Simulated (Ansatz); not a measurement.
Functionals compared on a constructed model of the (100) surface of fcc Rh, a pseudomorphic layer of Os in the host's stacking (bottom of the slab: a bare face, its two planes held), in Ansatz (plane waves, PAW). The structure was relaxed with PBE; the other rows are single points on it. Cutoff 420 eV (500 eV for r2SCAN).

Set-up: 7 atoms, 11.9 Å thick at the start; mesh 14x14x1; 0.1 eV smearing; dipole correction on; 2 atoms held, the rest relaxed; symmetry of the start imposed; no spin, no spin-orbit, no U. It is one candidate, not shown to be the stable structure of the face. These notes are the PBE run's.

```tsv
functional	work function of the top face (eV)	rough cost of the single point
PBE	5.44	–
RPBE	…	about 24 core-seconds (a rough figure)
r2SCAN	5.52	around 50 core-seconds (rough)
```

**Question.** What belongs in the gaps?

**Answer.** 
- RPBE, work function of the top face (eV): 5.29

Ansatz is a program for electronic structure.
